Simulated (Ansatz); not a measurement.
AlN (P6_3mc), r2SCAN with spin-orbit coupling, rigid bands run with Ansatz (an electronic-structure program): N_v = 5.84e19 cm⁻³ at 300 K and a hole conductivity mass of 0.409 mₑ along z (a = (3.11, 0.00, 0.00) Å; b = (-1.56, 2.70, 0.00) Å; c = (0.00, 0.00, 4.98) Å).

For 1e17 holes per cm³ at 300 K, place the Fermi level, estimate the Seebeck coefficient of a parabolic band with constant τ, and give mobility and conductivity for τ = 5 fs.

The level lies k_BT ln(N_v/p) = 0.165 eV above the valence-band maximum. S ≈ +(k_B/e)[ln(N_v/p) + 5/2] = 764 μV/K, against 767 μV/K from the full bands (mean over directions). μ = eτ/m = 21.5 cm²/(V·s) and σ = peμ = 0.344 S/cm. τ is assumed, not computed.

Band transport and this doping are assumed; polarons and phonon drag are left out. Geometry: cell and atoms relaxed with PBEsol.
